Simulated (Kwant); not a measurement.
Kwant, Hückel tight-binding model, one pz orbital an atom, one spin, coherent transport at 0 K. Conductance is in e²/h.

System: π system C1=CC2=CC=CC2=C1 between two chain leads. The π system is taken as planar. Atoms are numbered from 0 in the order of the SMILES. Site energies (eV, carbon 0): [0.0, 0.0, 0.0, 0.0, 0.0, 0.0, 0.0, 0.0]. Bonds (i, j, β in eV): (0,1,-3) (1,2,-3) (2,3,-3) (3,4,-3) (4,5,-3) (5,6,-3) (6,7,-3) (7,0,-3) (6,2,-3). Leads: chains of hopping −4.5 eV, joined by −1.5 eV to atoms 1 and 5.

Site energies and bond integrals are typed Hückel values.

Sweep values stay those of the base run.

One input was changed, with this effect: transmission at E = 0 1.00 → 0.027.

Question: Which change was it?
A. contacts moved from atoms [1, 5] to [3, 7]
B. contacts moved from atoms [1, 5] to [0, 3]
C. contacts moved from atoms [1, 5] to [0, 7]
D. contacts moved from atoms [1, 5] to [0, 1]
E. contacts moved from atoms [1, 5] to [1, 3]
F. contacts moved from atoms [1, 5] to [0, 4]

Answer: F, contacts moved from atoms [1, 5] to [0, 4]
